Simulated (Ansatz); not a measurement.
The starting structures come from a database of crystals and need not be the phases stable at ambient conditions.

Tunnelling through a barrier is set by its complex band structure: the current falls as exp(−2κd) with the smallest κ.

Data:

```
CELL_PARAMETERS angstrom
      5.28604     0.00000     0.00000
      0.00000     8.62942     0.00000
      2.64302     0.00000     4.57784
ATOMIC_POSITIONS crystal
  Al 0.33333 0.93805 0.33333
  Al 0.66667 0.43805 0.66667
  P  0.66667 0.06301 0.66667
  P  0.33333 0.56301 0.33333
  O  0.48927 0.50457 0.02146
  O  0.97854 0.00457 0.51073
  O  0.48927 0.50457 0.48927
  O  0.51073 0.00457 0.97854
  O  0.02146 0.50457 0.48927
  O  0.51073 0.00457 0.51073
  O  0.33333 0.73845 0.33333
  O  0.66667 0.23845 0.66667
```

Space group of this cell: P6_3mc. The cell is taken as given; by PBEsol its mean pressure is 2.6 GPa.

Transport runs along the normal of the first two printed cell vectors, the (100) plane of the conventional cell.

The gap is the functional's own. No spin-orbit coupling. Mid-gap values are interpolated on the energy grid.

### Question
State the band gap and the smallest decay constant κ at mid-gap according to Ansatz (an electronic-structure program) with PBEsol.

### Answer
Gap 5.52 eV on a 8×4×8 mesh; κ = 0.503 1/Å, at the zone centre.
